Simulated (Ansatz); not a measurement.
## BN: uniaxial strain ε_zz = −2.50 %

Take BN in the zinc blende structure (space group F-43m, No. 216; a = 3.5805 Å) as the base. Axes: x, y, z lie along the cube axes.

Now apply this change: uniaxial strain ε_zz = −2.50 %, all other strain components held at zero, atoms relaxed at fixed cell.

The values are results of plane-wave PAW DFT at the LDA level (Ansatz, a program for electronic structure, 420 eV), no SOC, not measurements. Settings: 16×16×16 k-points, 0.05 eV Fermi–Dirac smearing.

The volume per atom falls by 0.143 Å³ to 5.59 Å³ and the space group changes from F-43m (No. 216) to I-4m2 (No. 119). The shortest interatomic distance drops by 0.0128 Å, from 1.550 Å to 1.538 Å and the energy grows by 9.4 meV/atom. The pressure (mean of the normal stresses, compression positive) goes up by 106.5 kbar (-0.1 kbar → 106.4 kbar) and the band gap drops by 0.44 eV (4.39 eV → 3.95 eV). The gap character is indirect, Γ → M and the smallest direct gap falls by 0.16 eV (8.83 eV → 8.67 eV). The electron mass becomes 0.84 mₑ along k, 0.30 mₑ across (at X) (base: 0.90 mₑ along k, 0.30 mₑ across (at X)) and the hole mass is 0.56 mₑ along z, 0.49 mₑ across (at Γ). The valence-band top at Γ (three highest levels, from the VBM) changes from 0.00, 0.00, 0.00 eV to 0.00, -0.25, -0.25 eV and the valley order (the lowest conduction-band minima on the path, energy above the VBM, named in the base's zone) goes from X along ⟨100⟩ 4.39 eV to X along [001] 3.95 eV; X along [100] 4.41 eV. The stress (xx, yy, zz, yz, xz, xy; compression positive) comes out as (5.38, 5.38, 21.17, 0.00, 0.00, 0.00) GPa.

Final structure:

```
BN
1.0
    0.00000     1.79027     1.74551
    1.79027     0.00000     1.74551
    1.79027     1.79027     0.00000
B N
1 1
Direct
  0.00000   0.00000   0.00000
  0.25000   0.25000   0.25000
```

Cost of the whole job for the changed cell (relaxation, final SCF and bands): around 14 core-seconds (rough).

Effective masses come from finite differences of ±0.01 Å⁻¹. Along k means along the line from Γ to the band edge. No phonon test of stability was made. Labels are those of the standard path for the cell's own space group.
